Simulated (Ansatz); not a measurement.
**How far PBE and r2SCAN part for Ti, biaxial strain +2.28 %, plane normal [001], relaxed out of plane**

Base system: Ti in the hcp (Mg type) structure (space group P6_3/mmc, No. 194; a = 2.9395 Å, c = 4.6539 Å; relaxed with 0.1 eV smearing). Axes: x lies along a and z along c of the hexagonal cell.

(Cell as relaxed with PBE.)

Levels (all Ansatz, a quantum-chemistry and plane-wave program, PAW, earlier PAW set): PBE (420 eV, no spin-orbit coupling); r2SCAN (500 eV, no spin-orbit coupling).

Each level relaxes its own structure.

```json
[
 {"base": "volume per atom", "PBE": "17.41 Å³", "r2SCAN": "17.33 Å³"},
 {"base": "lattice parameter a", "PBE": "2.939 Å", "r2SCAN": "2.937 Å"},
 {"base": "band gap", "PBE": "zero", "r2SCAN": "zero"}
]
```

One thing is altered: tensile biaxial strain of 2.28 % in the plane normal to [001], as in epitaxy on a mismatched substrate; the out-of-plane cell vector and the atoms relax.

```csv
quantity,PBE,r2SCAN
mean in-plane stress (compression positive),-4.1 GPa,…
out-of-plane strain,-1.80 %,…
```

Given the PBE results, estimate those of r2SCAN.


- mean in-plane stress (compression positive), r2SCAN: -4.6 GPa
- out-of-plane strain, r2SCAN: -1.74 %

PBE's in-plane stress lies 0.5 GPa above r2SCAN's; PBE's out-of-plane strain lies 0.066 % below r2SCAN's. Neither level is exact; r2SCAN is the comparison here, not a measurement.

No phonon test of stability was made. All final runs are without spin polarisation.
